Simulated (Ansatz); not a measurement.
Consider the following.

```yaml
crystal:
  lattice:
    - [2.88355, 0.00000, 0.00000]
    - [1.44178, 2.49723, 0.00000]
    - [0.00000, 0.00000, 2.84550]
  atoms:
    - { symbol: W, position: [0.00000, 0.00000, 0.00000] }
    - { symbol: C, position: [0.33333, 0.33333, 0.50000] }
```

No spin polarisation.

Computed with Kohn–Sham DFT with the r2SCAN functional, run in Ansatz (a program for electronic structure) with PAW and 500 eV plane waves, without spin-orbit coupling. Γ-centred 23×23×20 mesh, Fermi–Dirac width 0.1 eV.

Task: Estimate the mean in-plane stress (compression positive).

Result: +9.6 GPa.

Task: What is the computed band gap?

Result: Zero.

The cells carry an imposed strain or load. Stability against distortions was not tested. All final runs are without spin polarisation. The cell was made from WC (space group P-6m2, No. 187) by this change: biaxial strain −1.00 %, plane normal [001], relaxed out of plane.
